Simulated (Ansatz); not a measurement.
## YSi under load (space group Cmcm): band-structure transport figures

Here is the system:

```yaml
crystal:
  lattice:
    - [2.08262, -5.15183, 0.00000]
    - [2.08262, 5.15183, 0.00000]
    - [0.00000, 0.00000, 3.74411]
  atoms:
    - { symbol: Y, position: [0.14119, 0.85881, 0.25000] }
    - { symbol: Y, position: [0.85881, 0.14119, 0.75000] }
    - { symbol: Si, position: [0.42392, 0.57608, 0.25000] }
    - { symbol: Si, position: [0.57608, 0.42392, 0.75000] }
```

Calculation: PBEsol, rigid bands (plane waves, PAW, scalar-relativistic; Ansatz, a first-principles code). Condition of this run: hydrostatic pressure 5 GPa (the target of the relaxation). Geometry: cell and atoms relaxed with PBEsol, then loaded as said.

```
Quantity                                                              Result
------------------------------------  --------------------------------------
density of states at the Fermi level       2.07 states/(eV·cell), both spins
bare Sommerfeld coefficient                        1.22 mJ/(mol of atoms·K²)
Drude plasma energy                             2.1 (x), 2.9 (y), 5.5 (z) eV
root-mean-square Fermi velocity                                    4.6e5 m/s
resistivity times τ                   111 (x), 59 (y), 16.0 (z) ×10⁻²² Ω·m·s
```

A metal at this level (no band gap); rigid bands, thermally averaged at 300 K, both spins. Spin-orbit coupling is left out. τ is one relaxation time for all states.
